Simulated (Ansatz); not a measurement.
# Short convergence ladders for Sc (P6_3/mmc, 2 atoms in the cell)

```
CELL_PARAMETERS angstrom
      1.65996    -2.87514     0.00000
      1.65996     2.87514     0.00000
      0.00000     0.00000     5.28581
ATOMIC_POSITIONS crystal
  Sc 0.33333 0.66667 0.25000
  Sc 0.66667 0.33333 0.75000
```

Base method: PBE (plane waves, PAW; Ansatz, a quantum-chemistry and plane-wave program).

Base settings: basis.ecutwfc = 420 eV; kpoints.mp_grid.grid = 11 11 6; hamiltonian.xc = pbe; hamiltonian.pseudopotentials = {kind: paw} (the program's default PAW files); scf.occupations.method = fermi_dirac; scf.occupations.width = 0.1 eV.

**Zone-centre phonons against the cutoff**

In this ladder: phonons.method = dfpt.

The mesh stays at the base's, so the ladder's end is converged at best in this setting alone.

Frequencies are those of the unrelaxed cell, without the LO-TO term of polar crystals.

Only quantities that move along the ladder and can be compared are tabulated.

```tsv
basis.ecutwfc	highest zone-centre frequency (cm⁻¹)
210 eV	202.5
250 eV	200.1
295 eV	203.6
355 eV	203.0
420 eV	203.0
505 eV	202.9
630 eV	203.0
```

Coarsest basis.ecutwfc that holds the highest zone-centre frequency within 2 cm⁻¹ of the last step, with all finer ones: 295 eV; the step before is off by 2.9 cm⁻¹.

**The q mesh of the phonons**

In this ladder: kpoints.mp_grid.grid = 12 12 6; phonons.method = dfpt.

Only quantities that move along the ladder and can be compared are tabulated.

Thermal sums run over frequencies interpolated from this q mesh.

```csv
phonons.qmesh,zero-point energy (meV/atom),vibrational free energy at 300 K (meV/atom)
1 1 1,19.67,-56.20
2 2 2,28.45,-25.04
3 3 3,28.54,-24.80
```

Coarsest phonons.qmesh that holds the zero-point energy within 0.2 meV/atom of the last step, with all finer ones: 2 2 2; the step before is off by 8.9 meV/atom.

Coarsest phonons.qmesh that holds the vibrational free energy at 300 K within 1 meV/atom of the last step, with all finer ones: 2 2 2; the step before is off by 31 meV/atom.

On the base run: the starting cell has typed, rounded lattice constants, without a prior relaxation at this level. Its lattice was rescaled by up to half a per cent.

Keys are those of Ansatz 0.2.
